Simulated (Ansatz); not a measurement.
Consider GaP in the zinc blende structure (space group F-43m, No. 216; a = 5.506 Å).

Now apply this change: cell and atoms relaxed at a pressure of 4.5 GPa.

Levels (all Ansatz, an electronic-structure program, PAW): PBE (420 eV, spin-orbit coupling left out); HSE06 (420 eV, no spin-orbit coupling).

The geometry is relaxed with PBE.

PBE lowest conduction level above the VBM at special points: X 1.61 eV; L 1.74 eV; Γ 2.01 eV

Task: What does HSE06 give at this geometry for the lowest conduction level above the VBM at special points?

Result: The lowest conduction level above the VBM at special points becomes X 2.24 eV; L 2.58 eV; Γ 2.99 eV (PBE: X 1.61 eV; L 1.74 eV; Γ 2.01 eV).

Single points use the geometry relaxed with PBE. HSE06 was sampled on its mesh, a few special points and the semilocal edge points, so its gap is an upper bound. Load acts through the strain it causes; cell and atoms are relaxed under it. Whether these cells are dynamically stable was not tested. Tetrahedral semiconductors of this kind turn to denser phases somewhere between about 1 and 50 GPa; those were not computed, so compressed cells here can lie past the real transition.
